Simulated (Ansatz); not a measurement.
Defect: interstitial Na in rutile TiO2, charge state +1. The step: several atoms move together, Na the farthest; the atom moves 1.77 Å along (-0.06, -0.38, -0.03) of the unit cell; at the start the Na atom holds a host Ti site and a host atom stands off its site; the moving atom starts with neighbours 2 O at 2.05, O at 2.07, O at 2.35, 2 O at 2.48; Ti at 2.66 Å and ends with 2 O at 2.00, 2 O at 2.17, 2 O at 2.24 Å. A PBE band in Ansatz (plane-wave PAW, one k-point at (0.250, 0.250, 0.250), 72 host sites, 82 SCF runs with any check of the saddle's order, static, no finite-size correction) gives a forward barrier of 0.89 eV. The saddle point's order was not checked. The charge state is imposed; whether it is stable for some Fermi level was not computed. Sites that were not tried may lie lower.

Single points at the band's start and saddle point can refine it. Rough cost of one point, in units of the band's mean SCF on the same machine:

```tsv
Level	Cost of one point
PBE, a 2×2×2 k-point mesh shifted by half a step	about 5
r2SCAN at 500 eV, one k-point at (0.250, 0.250, 0.250)	about 3
```

Q: Which of these move the barrier by more than 0.1 eV, and how far does each move it?

A: Not one does. PBE, a 2×2×2 k-point mesh shifted by half a step: -0.03 eV; r2SCAN at 500 eV, one k-point at (0.250, 0.250, 0.250): +0.03 eV. Each functional is compared with PBE at the same k-points.

Ansatz is a quantum-chemistry and plane-wave program.
